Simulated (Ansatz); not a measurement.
# The (0001) surface of hcp Zr in its 1x1 cell, outermost plane spacing 2.59 Å in the ideal cut

Calculation: r2SCAN, at the PBE geometry (plane waves to 500 eV, PAW; Ansatz, an electronic-structure program).

Set-up: 5 atoms, 10.3 Å thick at the start (thin: gaps and levels are the slab's own); mesh 13x13x1; 0.1 eV smearing; dipole correction on; single point; on the structure that PBE left under its start's symmetry; no spin, no spin-orbit, no U.

| Item | Result |
|---|---|
| surface energy (mean of both faces) | 1.76 J/m² |
| work function of the top face | 4.28 eV |
| cost | around 25 core-seconds (rough) |
